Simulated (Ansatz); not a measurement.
**How far to go with the plane-wave cutoff: FeAl (P4mm, 2 atoms in the cell)**

```
FeAl
1.0
    2.91873     0.00000     0.00000
    0.00000     2.91873     0.00000
    0.00000     0.00000     2.91873
Al Fe
1 1
Direct
  0.50000   0.50000   0.51713
  0.00000   0.00000   0.00000
```

Method of the run: LDA (PW92), default PAW files made with PBE (plane waves; Ansatz, a first-principles code).

Base settings: basis.ecutwfc = 420 eV; kpoints.mp_grid.grid = 11 11 11; hamiltonian.xc = lda; hamiltonian.pseudopotentials = {kind: paw} (the program's default PAW files); scf.occupations.method = fermi_dirac; scf.occupations.width = 0.1 eV.

The second cell is the first with its lattice scaled by 0.98.

The mesh stays at the base's, so the ladder's end is converged at best in this setting alone.

The first pressure column holds Ansatz's estimate of the finite-basis (Pulay) stress, which hides part of the cutoff error; the other is without it.

Only quantities that move along the ladder and can be compared are tabulated.

The count of work is k-points × plane waves × bands × iterations; it is no time. 

The starting cell has typed, rounded lattice constants, without a prior relaxation at this level. Its lattice was rescaled by up to half a per cent. One atom was moved a little off its site on purpose. Spin polarisation is off. In the base run, with a pressure of about -18 GPa the cell is away from its equilibrium volume at this level.

| basis.ecutwfc | free energy less the last step's (meV/atom) | energy of the compressed cell less the first (meV/atom) | pressure (GPa) | pressure without the Pulay estimate (GPa) | largest difference of a force vector from the last step's (eV/Å) | count of work / last |
|---|---|---|---|---|---|---|
| 145 eV | 48605.14 | 195.70 | 45.37 | -1975.81 | 0.404 | 0.067 |
| 170 eV | 22071.39 | -103.80 | -30.28 | -1031.33 | 0.460 | 0.089 |
| 190 eV | 11383.65 | 186.34 | 36.14 | -614.02 | 0.250 | 0.11 |
| 210 eV | 5715.27 | -8.19 | 1.11 | -349.37 | 0.010 | 0.11 |
| 230 eV | 2956.95 | -33.65 | -21.05 | -206.81 | 0.111 | 0.13 |
| 250 eV | 1574.80 | -79.17 | -21.22 | -128.68 | 0.085 | 0.14 |
| 295 eV | 316.36 | -46.39 | -14.37 | -46.95 | 0.003 | 0.14 |
| 335 eV | 53.63 | -57.88 | -17.12 | -24.46 | 0.014 | 0.19 |
| 380 eV | 6.23 | -62.45 | -17.83 | -18.76 | 0.002 | 0.24 |
| 420 eV | 1.51 | -62.55 | -17.84 | -17.96 | 0.000 | 0.25 |
| 460 eV | 0.96 | -62.54 | -17.84 | -17.86 | 0.000 | 0.32 |
| 505 eV | 0.77 | -62.55 | -17.84 | -17.86 | 0.000 | 0.34 |
| 565 eV | 0.55 | -62.56 | -17.84 | -17.86 | 0.000 | 0.41 |
| 630 eV | 0.35 | -62.57 | -17.84 | -17.86 | 0.000 | 0.49 |
| 735 eV | 0.13 | -62.58 | -17.85 | -17.85 | 0.000 | 0.62 |
| 840 eV | 0.07 | -62.59 | -17.85 | -17.85 | 0.000 | 0.74 |
| 1010 eV | 0.00 | -62.59 | -17.85 | -17.85 | 0.000 | 1.0 |

Coarsest basis.ecutwfc that holds the free energy within 5 meV/atom of the last step, with all finer ones: 420 eV, at 0.25 of the last step's count of work; the step before is off by 6.2 meV/atom.

Coarsest basis.ecutwfc that holds the forces within 0.005 eV/Å of the last step, with all finer ones: 380 eV, at 0.24 of the last step's count of work; the step before is off by 0.014 eV/Å.

Coarsest basis.ecutwfc that holds the pressure within 0.5 GPa of the last step, with all finer ones: 380 eV, at 0.24 of the last step's count of work; the step before is off by 0.73 GPa.

The energy difference between the two cells stays within 1 meV/atom of the last step's from 380 eV on, the total only from 460 eV on: much of the error is common to both cells and cancels.

At the lowest cutoff the pressure without the Pulay estimate lies 1960 GPa under the last step's, the usual sign of Pulay stress in an incomplete plane-wave basis.

Keys are those of Ansatz 0.2.
